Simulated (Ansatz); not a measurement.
# Nb: isotropic strain +3.00 %

The reference is Nb in the bcc (W type) structure (space group Im-3m, No. 229; a = 3.248 Å; relaxed with 0.1 eV smearing).

It is then changed as follows: every lattice vector is stretched by 3.00 %, atoms relaxed at fixed cell.

The values are results of Ansatz (a program for electronic structure) LDA, spin-orbit coupling left out, not measurements. k-mesh 28×28×28 (Γ-centred); smearing 0.1 eV (Fermi–Dirac).

The volume per atom increases by 1.59 Å³, from 17.14 Å³ to 18.73 Å³ and the shortest interatomic distance increases by 0.0844 Å to 2.898 Å. The energy increases by 76 meV/atom and the pressure goes from zero to -14.3 GPa. The band gap is still zero.

Final structure:

```
Nb
1.0
   -1.67294     1.67294     1.67294
    1.67294    -1.67294     1.67294
    1.67294     1.67294    -1.67294
Nb
1
Direct
  0.00000   0.00000   0.00000
```

Stability against distortions was not tested. The final runs are not spin-polarised.
